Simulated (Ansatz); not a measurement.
We consider SrScO2F (model structure, started from the SrVO2H type, P4/mmm, No. 123, 5 atoms in the cell), described by r²SCAN+SOC in Ansatz (PAW).

Run with plane-wave cutoff 560 eV, 8×8×8 k mesh, Fermi–Dirac smearing 0.01 eV, PAW data made under PBE.

Cell (relaxed with PBEsol):

```
ScSrFO2
1.0
    4.09227     0.00000     0.00000
    0.00000     4.09227     0.00000
    0.00000     0.00000     4.02582
Sr Sc O F
1 1 2 1
Direct
  0.50000   0.50000   0.50000
  0.00000   0.00000   0.00000
  0.50000   0.00000   0.00000
  0.00000   0.50000   0.00000
  0.00000   0.00000   0.50000
```

Problem. Give the computed band gap and smallest direct gap on the k points sampled.

Solution. 
- band gap: 3.86 eV (indirect)
- smallest direct gap on the k points sampled: 4.27 eV

Note: the relaxation could raise the start's symmetry but not lower it, so the cell can be a saddle point; cell and atoms aren't relaxed at this level (pressure 1.8 GPa).

Static lattice: no zero-point or thermal effects.

Cost on a shared machine: around 3 core-minutes (rough).

A model structure was made by putting elements into a prototype or built by hand; it is no filed structure, need not be a known phase, and can be a saddle point held by its symmetry.

Ansatz is an electronic-structure program.
